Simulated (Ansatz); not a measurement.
As on the Si site in alpha quartz: one set of geometries, relaxed with PBE, evaluated in Ansatz (PAW, plane waves to 420 eV, 500 eV under r2SCAN) with PBE, r2SCAN.

Details: 72-site cell; 2×2×2 Γ-centred k-points; start: the Si site; charged states image-corrected; finite-size errors of tenths of an eV; flagged in the runs: a host whose relaxation on this sampling wasn't shown to rest, a strain field that reaches the edge of the cell.

```json
[
 {"quantity": "host gap (eV)", "PBE": "5.68", "r2SCAN": "(withheld)"},
 {"quantity": "ε(+1/0) above the VBM (eV)", "PBE": "2.83", "r2SCAN": "(withheld)"},
 {"quantity": "ε(0/−1) above the VBM (eV)", "PBE": "2.99", "r2SCAN": "(withheld)"},
 {"quantity": "neutral formation energy against rhombohedral As, silicon (eV)", "PBE": "6.79", "r2SCAN": "(withheld)"},
 {"quantity": "largest moment on one atom at charge 0 (μB)", "PBE": "0.22", "r2SCAN": "(withheld)"}
]
```

Question: Given the lower rungs, what does r2SCAN give?

Answer: 
- host gap (eV), r2SCAN: 6.32
- ε(+1/0) above the VBM (eV), r2SCAN: 3.37
- ε(0/−1) above the VBM (eV), r2SCAN: 3.49
- neutral formation energy against rhombohedral As, silicon (eV), r2SCAN: 7.31
- largest moment on one atom at charge 0 (μB), r2SCAN: 0.24

Ansatz is an electronic-structure program.
